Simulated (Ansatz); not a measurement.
Start from MgF2 in the rutile structure (space group P4_2/mnm, No. 136; a = 4.6994 Å, c = 3.0938 Å).

(Cell as relaxed with PBE.)

Levels (all Ansatz, a program for electronic structure, PAW, earlier PAW set): PBE (420 eV, scalar-relativistic without spin-orbit coupling); r2SCAN (500 eV, spin-orbit coupling left out).

Each level relaxes its own structure.

```
base                      PBE    r2SCAN
-------------------  --------  --------
volume per atom      11.39 Å³  10.88 Å³
lattice parameter a   4.699 Å   4.626 Å
band gap              6.83 eV   8.06 eV
```

Modification: a hydrostatic pressure of 100 GPa.

```tsv
quantity	PBE	r2SCAN
valence-band top at Γ (three highest levels, from the VBM)	0.00, -0.31, -0.31 eV	[?]
volume per atom	7.41 Å³	[?]
band gap	10.17 eV	[?]
```

Problem. Predict the r2SCAN column.

Solution. 
- valence-band top at Γ (three highest levels, from the VBM), r2SCAN: 0.00, -0.33, -0.33 eV
- volume per atom, r2SCAN: 7.29 Å³
- band gap, r2SCAN: 11.36 eV

PBE's volume per atom lies 0.12 Å³ above r2SCAN's (1.7 %); PBE's band gap lies 1.183 eV below r2SCAN's. Neither level is exact; r2SCAN is the comparison here, not a measurement.

Load acts through the strain it causes; cell and atoms are relaxed under it. No phonon test of stability was made. Competing high-pressure phases were not computed.
